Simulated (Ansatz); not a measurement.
Base system: Si in the diamond structure (space group Fd-3m, No. 227; a = 5.434 Å).

Structures relaxed with PBEsol, PAW, 420 eV (Ansatz, a quantum-chemistry and plane-wave program; no spin-orbit coupling).

Base:

Simulated powder pattern, Cu Kα1, λ = 1.54056 Å (kinematic, ideal powder, no thermal factors, no anomalous dispersion; the 8 strongest lines at most, above 2 %, up to 2θ = 90°):

```tsv
2θ (°)	I/Imax (%)	hkl
28.43	100	(111)
47.28	67	(220)
56.09	40	(311)
69.09	11	(400)
76.33	16	(331)
87.97	23	(422)
```

One thing is altered: Mg takes the place of Si on all its sites; the structure is relaxed again.

**Question.** How do the reflections move or split?

**Answer.** 
Simulated powder pattern, Cu Kα1, λ = 1.54056 Å (kinematic, ideal powder, no thermal factors, no anomalous dispersion; the 8 strongest lines at most, above 2 %, up to 2θ = 90°):

| 2θ (°) | I/Imax (%) | hkl |
|---|---|---|
| 22.69 | 100 | (111) |
| 37.47 | 78 | (220) |
| 44.25 | 48 | (311) |
| 54.03 | 13 | (400) |
| 59.34 | 19 | (331) |
| 67.60 | 25 | (422) |
| 72.32 | 13 | (333) |
| 84.42 | 13 | (531) |

The indices refer to each structure's own conventional cell; one index is shown for lines that coincide.

Whether these cells are dynamically stable was not tested. As relaxed here, Mg is a hypothetical phase, not in the database extracts checked.
